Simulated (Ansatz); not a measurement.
Start from Cu in the fcc (Cu type) structure (space group Fm-3m, No. 225; a = 3.564 Å; relaxed with 0.1 eV smearing). Axes: x, y, z lie along the cube axes.

Calculations: Kohn–Sham DFT with the PBEsol functional, run in Ansatz (a quantum-chemistry and plane-wave program) with PAW and 420 eV plane waves, without spin-orbit coupling.

One thing is altered: tensile biaxial strain of 2.50 % in the plane normal to [001], as in epitaxy on a mismatched substrate; the out-of-plane cell vector and the atoms relax.

**Question.** Predict the new out-of-plane strain and in-plane stress.

**Answer.** The out-of-plane strain comes out as -3.67 %; the mean in-plane stress (compression positive) amounts to -2.8 GPa.

Whether these cells are dynamically stable was not tested. All final runs are without spin polarisation.
